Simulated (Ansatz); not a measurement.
## BAs, pressure series

The reference is BAs in the zinc blende structure (space group F-43m, No. 216; a = 4.732 Å).

Cell and atoms are relaxed at each pressure.

Computed with Ansatz (a first-principles code), LDA, PAW, cutoff 420 eV, no spin-orbit coupling.

```csv
P (GPa),V (Å³/atom)
-1.99,13.432
-0.99,13.337
0.90,13.166
2.10,13.064
4.50,12.869
9.00,12.540
15.00,12.157
22.50,11.747
30.00,11.392
```

A third-order Birch–Murnaghan fit to these points gives V₀ = 13.25 Å³/atom, B₀ = 147 GPa and B₀′ = 4.0. At pressure 30 GPa the volume is 86.0 % of V₀.

Load acts through the strain it causes; cell and atoms are relaxed under it. Whether these cells are dynamically stable was not tested. Competing high-pressure phases were not computed.
